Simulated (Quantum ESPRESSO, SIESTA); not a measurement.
A Quantum ESPRESSO input for a self-consistent single point of Be₃Rh (P6_3/mmc, 8 atoms in the cell) (DFT, LDA (PZ), plane waves, GBRV 1.5 ultrasoft (LDA) pseudopotentials):

```fortran
&control
 calculation = 'scf'
 prefix = 'run'
 outdir = './tmp'
 pseudo_dir = './'
 tprnfor = .true.
 tstress = .true.
/
&system
 ibrav = 0
 nat = 8
 ntyp = 2
 ecutwfc = 40
 ecutrho = 320
 occupations = 'smearing'
 smearing = 'fermi-dirac'
 degauss = 0.0073499
/
&electrons
 conv_thr = 1e-10
 mixing_beta = 0.7
/
ATOMIC_SPECIES
Be     9.0122  be_lda_v1.4.uspp.F.UPF
Rh   102.9055  rh_lda_v1.4.uspp.F.UPF
ATOMIC_POSITIONS crystal
Be    0.1601550000    0.3203100000    0.2500000000
Be    0.8398450000    0.6796900000    0.7500000000
Be    0.8398450000    0.1601550000    0.7500000000
Be    0.1601550000    0.8398450000    0.2500000000
Be    0.6796900000    0.8398450000    0.2500000000
Be    0.3203100000    0.1601550000    0.7500000000
Rh    0.3333333333    0.6666666667    0.7500000000
Rh    0.6666666667    0.3333333333    0.2500000000
K_POINTS automatic
11 11 12  0 0 0
CELL_PARAMETERS angstrom
   4.7028052315     0.0000000000     0.0000000000
  -2.3514026158     4.0727487995     0.0000000000
   0.0000000000     0.0000000000     3.6607990000
```

Question: Write the same calculation as an input for SIESTA.

Answer: One input that does it (others would too):

```
# files in the folder: Be.psml Rh.psml (PseudoDojo LDA standard)
SystemName  Be3Rh
SystemLabel be3rh

NumberOfAtoms                8
NumberOfSpecies              2
%block ChemicalSpeciesLabel
  1 4 Be
  2 45 Rh
%endblock ChemicalSpeciesLabel
LatticeConstant              4.702805 Ang
%block LatticeVectors
     1.000000000    0.000000000    0.000000000
    -0.500000106    0.866025489    0.000000000
     0.000000000    0.000000000    0.778428831
%endblock LatticeVectors
AtomicCoordinatesFormat      Bohr
%block AtomicCoordinatesAndAtomicSpecies
    -0.000000303    2.465227537    1.729476877  1
     4.443506092    5.231152647    5.188430630  1
     6.752063853    1.232613768    5.188430630  1
    -2.308558064    6.463766416    1.729476877  1
     2.308556477    6.463766416    1.729476877  1
     2.134949312    1.232613768    5.188430630  1
    -0.000005073    5.130922688    5.188430630  2
     4.443510862    2.565457496    1.729476877  2
%endblock AtomicCoordinatesAndAtomicSpecies

XC.functional                LDA
XC.authors                   PW92
PAO.BasisSize                DZP
PAO.EnergyShift              0.01 Ry
PAO.Polarization.NonPerturbative true
MeshCutoff                   300 Ry
%block kgrid.MonkhorstPack
   11   0   0  0.0
    0  11   0  0.0
    0   0  12  0.0
%endblock kgrid.MonkhorstPack
OccupationFunction           FD
ElectronicTemperature        1160.45 K

MaxSCFIterations             150
SCF.Mixer.Method             Pulay
SCF.Mixer.Weight             0.1
SCF.Mixer.History            6
SCF.DM.Tolerance             1.0E-04
Diag.ParallelOverK           true
WriteForces                  true
```

Basis settings and potentials, where a program has them, do not carry over. This input uses DFT, LDA PW92, numerical atomic orbitals DZP, PseudoDojo LDA standard norm-conserving potentials (rewritten from UPF to PSML). LDA parametrisations can differ slightly between programs.

The starting cell comes from a database of computed structures (which also holds hypothetical and non-ambient phases and stackings), without a prior relaxation at this level. Its lattice was rescaled by a random factor within 2.5 % of one. For this run, on top of that: lattice scaled by 0.98.
